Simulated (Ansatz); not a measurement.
# SiC: pressure series

The parent structure is SiC (space group P6_3mc, No. 186; a = 3.0781 Å, c = 10.0762 Å).

Cell and atoms are relaxed at each pressure.

Computed with PBEsol (Ansatz, an electronic-structure program; PAW; 420 eV plane waves; without spin-orbit coupling), earlier PAW set.

Candidates:
(a) pressure 45 GPa
(b) pressure 60 GPa
(c) pressure 4.2 GPa

Before the change:

- Width of the top valence band: 2.47 eV

Problem. Order them by width of the top valence band, lowest first.

Solution. (c) pressure 4.2 GPa (2.50 eV), (a) pressure 45 GPa (2.69 eV), (b) pressure 60 GPa (2.74 eV)

The levels and masses belong to the bands next to the band gap. Load acts through the strain it causes; cell and atoms are relaxed under it. Whether these cells are dynamically stable was not tested. No other phases were tried under pressure.
